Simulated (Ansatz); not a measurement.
Pressure series in MoS2

Take MoS$_{2}$ in the 2H-MoS2 type structure (space group P6_3/mmc, No. 194; layered, stacked along the Cartesian z axis) as the base.

```xyz
6
Lattice="3.1090 0.0000 0.0000 -1.5545 2.6925 0.0000 0.0000 0.0000 11.7088" Properties=species:S:1:pos:R:3 pbc="T T T"
Mo     0.0000     1.7950     2.9272
Mo     1.5545     0.8975     8.7816
S      0.0000     1.7950     7.2184
S      1.5545     0.8975     1.3639
S      1.5545     0.8975     4.4905
S      0.0000     1.7950    10.3449
```

Cell and atoms are relaxed at each pressure.

Levels (all Ansatz, an electronic-structure program, PAW): PBEsol-D3(BJ) (420 eV, scalar-relativistic without spin-orbit coupling); r2SCAN (500 eV, scalar-relativistic without spin-orbit coupling).

Band gaps by level, all at the geometries relaxed with PBEsol-D3(BJ):

```json
[
 {"case": "base", "PBEsol-D3(BJ)": "0.52 eV", "r2SCAN": "0.68 eV"},
 {"case": "pressure −2 GPa", "PBEsol-D3(BJ)": "0.69 eV", "r2SCAN": "0.84 eV"},
 {"case": "pressure −1 GPa", "PBEsol-D3(BJ)": "0.60 eV", "r2SCAN": "0.75 eV"},
 {"case": "pressure 3 GPa", "PBEsol-D3(BJ)": "0.35 eV", "r2SCAN": "0.51 eV"},
 {"case": "pressure 7 GPa", "PBEsol-D3(BJ)": "0.18 eV", "r2SCAN": "0.33 eV"},
 {"case": "pressure 15 GPa", "PBEsol-D3(BJ)": "zero", "r2SCAN": "zero"},
 {"case": "pressure 75 GPa", "PBEsol-D3(BJ)": "zero", "r2SCAN": "zero"},
 {"case": "pressure 100 GPa", "PBEsol-D3(BJ)": "zero", "r2SCAN": "zero"}
]
```

Single points use the geometry relaxed with PBEsol-D3(BJ). The mesh was chosen for an insulator and is coarse for the gapless case. Load acts through the strain it causes; cell and atoms are relaxed under it. Stability against distortions was not tested. Competing high-pressure phases were not computed. The final runs are not spin-polarised. Gaps under 0.05 eV, about the width of the smearing, are given as zero. The zero or small gap of MoS2 under pressure 7 GPa and MoS2 under pressure 15 GPa can change with the level of theory.
